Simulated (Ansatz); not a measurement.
## What biaxial strain −1.79 %, plane normal [001], relaxed out of plane does to V3Si

Start from V₃Si in the A15 (Cr3Si type) structure (space group Pm-3n, No. 223; a = 4.650 Å). Axes: x, y, z lie along the cube axes.

Perturbation: biaxial strain −1.79 %, plane normal [001], relaxed out of plane (Cartesian); in-plane vectors clamped, the third vector and the atoms free.

Level of theory: plane-wave PAW DFT at the PBEsol level (Ansatz, a program for electronic structure, 420 eV), no SOC. k-mesh 10×10×10 (Γ-centred); smearing 0.05 eV (Fermi–Dirac).

Volume per atom: 12.38 Å³ (base 12.56 Å³)
Space group: P4_2/mmc (No. 131) (base Pm-3n (No. 223))
Shortest interatomic distance: 2.200 Å (base 2.325 Å)
Energy relative to the base (free energy F): +5.5 meV/atom
Pressure (mean of the normal stresses, compression positive): 3.3 GPa (base 0.0 GPa)
Band gap: zero (base zero)
Out-of-plane strain: +2.14 % (rough)

Cost of the whole job for the changed cell (relaxation, final SCF and bands): very roughly 6 core-minutes.

Without a gap, meshes like the base's 10×10×10 leave anisotropic stresses uncertain by several tenths of a GPa, and small strain energies with them. No phonon test of stability was made. Seeded moments were not kept for the base. All final runs are without spin polarisation.
